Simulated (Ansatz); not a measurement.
Results of r²SCAN (Ansatz, a first-principles code, plane waves, PAW) for stishovite (SiO2).

Settings: plane-wave cutoff 500 eV, 8×8×12 k mesh (along the axes of the cell as run), gaussian smearing 0.02 eV, scalar-relativistic PAW data made under PBE.

Cell (relaxed at this level):

```yaml
crystal:
  lattice:
    - [4.18521, 0.00000, 0.00000]
    - [0.00000, 4.18521, 0.00000]
    - [0.00000, 0.00000, 2.66884]
  atoms:
    - { symbol: Si, position: [0.00000, 0.00000, 0.00000] }
    - { symbol: Si, position: [0.50000, 0.50000, 0.50000] }
    - { symbol: O, position: [0.30610, 0.30610, 0.00000] }
    - { symbol: O, position: [0.80610, 0.19390, 0.50000] }
    - { symbol: O, position: [0.19390, 0.80610, 0.50000] }
    - { symbol: O, position: [0.69390, 0.69390, 0.00000] }
```

### Question
Predict the band gap.

### Answer

- band gap: 6.51 eV (on the SCF k mesh)

Cost on a shared machine: roughly 60 core-seconds.
